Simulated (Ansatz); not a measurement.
**Response to strain in PbSe**

Take PbSe in the rock salt structure (space group Fm-3m, No. 225; a = 6.178 Å) as the base. Axes: x, y, z lie along the cube axes.

Strains are applied to the cell and any free atomic positions relax; under biaxial strain the out-of-plane vector relaxes too.

Level of theory: r2SCAN (Ansatz, a program for electronic structure, PAW, without spin-orbit coupling).

Candidates:
(a) biaxial strain −1.50 %, plane normal [001], relaxed out of plane
(b) biaxial strain −2.50 %, plane normal [001], relaxed out of plane
(c) biaxial strain −1.00 %, plane normal [001], relaxed out of plane

Base values:

- Band gap: 0.67 eV

Question: Order them by band gap, lowest first.

Answer: (b) biaxial strain −2.50 %, plane normal [001], relaxed out of plane (0.48 eV), (a) biaxial strain −1.50 %, plane normal [001], relaxed out of plane (0.56 eV), (c) biaxial strain −1.00 %, plane normal [001], relaxed out of plane (0.60 eV)

Spin-orbit coupling, missing from the scalar runs, can matter with Pb. No phonon test of stability was made.
